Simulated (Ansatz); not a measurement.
InAs: response to strain

The reference is InAs in the zinc blende structure (space group F-43m, No. 216).

```xyz
2
Lattice="0.0000 3.0548 3.0548 3.0548 0.0000 3.0548 3.0548 3.0548 0.0000" Properties=species:S:1:pos:R:3 pbc="T T T"
In     0.0000     0.0000     0.0000
As     1.5274     1.5274     1.5274
```

Strains are applied to the cell and any free atomic positions relax.

Calculations: r2SCAN (Ansatz, a quantum-chemistry and plane-wave program, PAW, without spin-orbit coupling).

Computed cases, in order: the unstrained base; isotropic strain +0.50 %; isotropic strain +1.00 %; isotropic strain +1.50 %; isotropic strain +2.00 %; isotropic strain +2.50 %; isotropic strain +3.00 %.

Question: Between which two neighbouring cases does the band gap open or close?

Answer: Between the unstrained base (0.08 eV) and isotropic strain +0.50 % (zero). The whole series: the unstrained base: 0.08 eV; isotropic strain +0.50 %: zero; isotropic strain +1.00 %: zero; isotropic strain +1.50 %: zero; isotropic strain +2.00 %: zero; isotropic strain +2.50 %: zero; isotropic strain +3.00 %: zero.

A case with no gap was solved on a k-mesh chosen for an insulator, which is coarse for it. Whether these cells are dynamically stable was not tested. All final runs are without spin polarisation. A zero or small gap of InAs can be the functional's error rather than a property of the material.
